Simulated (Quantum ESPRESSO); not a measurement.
A self-consistent single point of CaC2 (R3m, 3 atoms in the cell) with Quantum ESPRESSO.

Level of theory: PBEsol, GBRV 1.5 ultrasoft (PBESOL) pseudopotentials (plane waves; Quantum ESPRESSO).

The change in words: lattice scaled by 0.98; K_POINTS: automatic 7 7 7 0 0 0 → automatic 16 16 16 0 0 0. Reference geometry:
```yaml
crystal:
  lattice:
    - [1.93468, 1.11699, 3.93410]
    - [-1.93468, 1.11699, 3.93410]
    - [0.00000, -2.23397, 3.93410]
  atoms:
    - { symbol: Ca, position: [0.00424, 0.00424, 0.00424] }
    - { symbol: C, position: [0.55291, 0.55291, 0.55291] }
    - { symbol: C, position: [0.44709, 0.44709, 0.44709] }
```

Reference input (self-consistent single point, DFT, PBEsol, plane waves, GBRV 1.5 ultrasoft (PBESOL) pseudopotentials): ecutwfc = 40 Ry; ecutrho = 200 Ry; occupations = smearing; smearing = fd; degauss = 0.0036749 Ry; potentials = {Ca: ca_pbesol_v1.uspp.F.UPF, C: c_pbesol_v1.2.uspp.F.UPF}; K_POINTS = automatic 7 7 7 0 0 0; conv_thr = 1e-10 Ry. This run's input differs from it in these lines:

```diff
@@ -27,10 +27,10 @@
 Ca    0.000000000    0.000000000    0.011050637
-C     0.000000000    0.000000000    1.442408147
-C     0.000000000    0.000000000    1.166335267
+C     0.000000000    0.000000000    1.442408183
+C     0.000000000    0.000000000    1.166335296
 K_POINTS automatic
-7 7 7  0 0 0
+16 16 16  0 0 0
 CELL_PARAMETERS angstrom
-   1.934678118     1.116986932     3.934104000
-  -1.934678118     1.116986932     3.934104000
-   0.000000000    -2.233973864     3.934104000
+   1.895984399     1.094647103     3.855422000
+  -1.895984399     1.094647103     3.855422000
+   0.000000000    -2.189294206     3.855422000
```

Log, with long lists cut:

```
     Self-consistent Calculation

     iteration #  1     ecut=    40.00 Ry     beta= 0.70

---- Real-time Memory Report at c_bands before calling an iterative solver
           171 MiB given to the printing process from OS
           138 MiB allocation reported by mallinfo(arena+hblkhd)
------------------

     total energy              =     -97.58155592 Ry
     estimated scf accuracy    <       0.55524297 Ry

     iteration #  2     ecut=    40.00 Ry     beta= 0.70

---- Real-time Memory Report at c_bands before calling an iterative solver
           223 MiB given to the printing process from OS
   [... lines left out ...]

---- Real-time Memory Report at c_bands before calling an iterative solver
           228 MiB given to the printing process from OS
           155 MiB allocation reported by mallinfo(arena+hblkhd)
------------------
     c_bands:  1 eigenvalues not converged

     total energy              =     -97.76177104 Ry
     estimated scf accuracy    <          1.3E-10 Ry

     iteration # 11     ecut=    40.00 Ry     beta= 0.70

---- Real-time Memory Report at c_bands before calling an iterative solver
           229 MiB given to the printing process from OS
           155 MiB allocation reported by mallinfo(arena+hblkhd)
------------------
     End of self-consistent calculation

     the Fermi energy is     6.0171 ev

!    total energy              =     -97.76177104 Ry
     estimated scf accuracy    <          3.1E-12 Ry
     smearing contrib. (-TS)   =      -0.00000000 Ry
     internal energy E=F+TS    =     -97.76177104 Ry

     convergence has been achieved in  11 iterations

     Forces acting on atoms (cartesian axes, Ry/au):

     atom    1 type  1   force =     0.00000000    0.00000000   -0.00608122
     atom    2 type  2   force =    -0.00000000    0.00000000    0.10947118
     atom    3 type  2   force =     0.00000000    0.00000000   -0.10338996

     Total force =     0.150700     Total SCF correction =     0.000002

          total   stress  (Ry/bohr**3)                   (kbar)     P=       48.79
   0.00007220  -0.00000000   0.00000000           10.62       -0.00        0.00
  -0.00000000   0.00007220   0.00000000           -0.00       10.62        0.00
   0.00000000   0.00000000   0.00085054            0.00        0.00      125.12

   JOB DONE.
```

The run converged in 11 iterations. Against the reference run the free energy goes up by 11.8 meV/atom, the pressure goes from -1.09 to 4.88 GPa, the largest force goes from 0.814 to 2.815 eV/Å and the gap on the mesh goes from 2.779 to 2.551 eV.

The starting cell comes from a database of computed structures (which also holds hypothetical and non-ambient phases and stackings), without a prior relaxation at this level. Its lattice was rescaled by up to half a per cent. One atom was moved a little off its site on purpose. For this run, on top of that: lattice scaled by 0.98. With a pressure of about 5 GPa the cell is away from its equilibrium volume at this level. Forces in this geometry exceed 1 eV/Å.

Cost on one core of a shared machine: roughly 3 min.
